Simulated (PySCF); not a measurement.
PySCF 2.14.0, R2SCAN/def2-svp, df: Sn(Cl)(OH)(OMe)2 (C[O][Sn]([OH])([Cl])[O]C), 14 atoms. The geometry is a generated start, not checked to be a minimum at this level.

```yaml
task: energy
method: r2scan
basis: def2-svp
two_electron_scheme: density fitting
mol.max_memory: 3000 MB
mf.max_cycle: 100
mf.conv_tol: 1e-09 (default)
mf.grids.level: 3 (default)
effective_core_potentials: those of the basis set, past Kr
basis_functions: 149
grid_points: 179976
```

```xyz
14

C     -2.2609    -1.1253     0.1327
O     -0.9891    -0.6400     0.4696
Sn    -0.1329     1.0267    -0.2744
O     -0.0557     2.2944     1.2140
Cl    -1.2317     2.0061    -1.9895
O      1.7147     0.6268    -0.8792
C      2.5367    -0.3701    -0.3289
H     -3.0584    -0.4404     0.4342
H     -2.3657    -2.0596     0.6888
H     -2.3566    -1.3348    -0.9319
H     -0.1410     1.8826     2.0781
H      2.6758    -0.2559     0.7496
H      3.5037    -0.2365    -0.8205
H      2.1609    -1.3740    -0.5426
```

With the defaults (mf.DIIS = CDIIS, mf.diis = true, newton = off, mf.diis_space = 8, mf.init_guess = minao, mf.level_shift = 0) it converges in 16 Fock builds. One run each on 2 threads, 1 BLAS thread, with these changes:
- mf.diis = false
- mf.DIIS = EDIIS
- mf.diis_space = 20
- mf.init_guess = 1e
- mf.diis_space = 3
- mf.init_guess = mod_huckel
- newton = Hessian by the SCF's own integrals
- mf.level_shift = 0.3 Hartree
- mf.diis_space = 5

**Question.** Which of these changes keep the SCF from converging, or lead it to another solution?

**Answer.** No convergence: mf.DIIS = EDIIS; mf.diis = false (the run ends without SCF convergence in 100 cycles). The rest reach the solution of the defaults.

| setting | Fock builds | end |
|---|---|---|
| the defaults | 16 | same solution |
| mf.diis_space = 20 | 16 | same solution |
| mf.init_guess = mod_huckel | 16 | same solution |
| mf.diis_space = 5 | 18 | same solution |
| mf.level_shift = 0.3 Hartree | 20 | same solution |
| mf.init_guess = 1e | 23 | same solution |
| mf.diis_space = 3 | 40 | same solution |
| newton = Hessian by the SCF's own integrals | 52 | same solution |
| mf.DIIS = EDIIS | 101 | no convergence |
| mf.diis = false | 101 | no convergence |

Under newton the count holds the products with the orbital Hessian.
